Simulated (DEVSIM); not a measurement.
System: Pt/HfO2/p-Ge capacitor, at 300 K.

Layer 1 from the left is HfO2, thickness (nm) 4.70. Layer 2 from the left is Ge, thickness (nm) 11000, Na (cm⁻³) 3.2e14.

Metal gate on the left, work function 5.6 eV. Fixed charge at the semiconductor interface -8.3e10 cm⁻² (in units of +e); no interface traps.

This is a model device: material constants are rounded textbook-type values typed into the input, and sizes, dopings and lifetimes were drawn at random. Values at 300 K.

HfO2: gap (eV) 5.7, affinity (eV) 2.5, permittivity 22. Ge: gap (eV) 0.664, affinity (eV) 4, permittivity 16, Nc (cm⁻³) 1.04e19, Nv (cm⁻³) 6e18.

Estimate by hand the flat-band voltage, the threshold voltage, and compare with a numerical solution.


- Flat-band voltage: C = 4.14 μF/cm², work-function difference 1.190 V; VFB = φms − qNf/C = 1.19 V; numerical 1.19 V.
- Threshold voltage: φF = 0.071 V, depletion charge √(4εqNφF) = 4.53e-9 C/cm²; VT = VFB + 2φF + Qd/C = 1.34 V; numerical 1.34 V.

Simulated with DEVSIM: 1D Poisson equation in equilibrium, Boltzmann statistics, complete ionisation; no quantum confinement or tunnelling. Metal contacts follow the ideal Schottky-Mott rule: no Fermi-level pinning, no interface dipoles.
